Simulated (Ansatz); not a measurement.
BaO₂ (I4/mmm, No. 139), treated with G0W0@HSE06 (hard PAW, contour deformation; Ansatz, an electronic-structure program).

The cell has the measured lattice parameters. Conventional cell: a = 3.8114 Å, b = 3.8114 Å, c = 6.8215 Å, α = 90.00°, β = 90.00°, γ = 90.00°.

The quasiparticle gap at Γ at a fixed k mesh 2×2×2:

| response cutoff | value (eV) |
|---|---|
| 250 eV, 817 empty bands | 7.255 |
| 300 eV, 1074 empty bands | 7.305 |
| 400 eV, 1654 empty bands | 7.367 |
| 500 eV, 2311 empty bands | 7.401 |

Taking the value to converge with the response cutoff E as E^(−3/2), extrapolate from the last two rows.

With y = y∞ + c/w and weights w = 8000 and 11180 for the last two rows, y∞ = (w2 y2 − w1 y1)/(w2 − w1) = (11180 × 7.401 − 8000 × 7.367)/3180 = 7.487 eV, which lies 0.086 beyond the last row. Successive pairs of rows give 7.464, 7.482, 7.487. The limit also hangs on the law assumed, so its last digits aren't firm.

The other settings are not extrapolated, so this is the limit in one setting alone.

The smallest gap on this mesh is 4.89 eV, away from Γ.

Spin–orbit coupling is not included.

Note: GW on a hybrid start was not checked against another program.
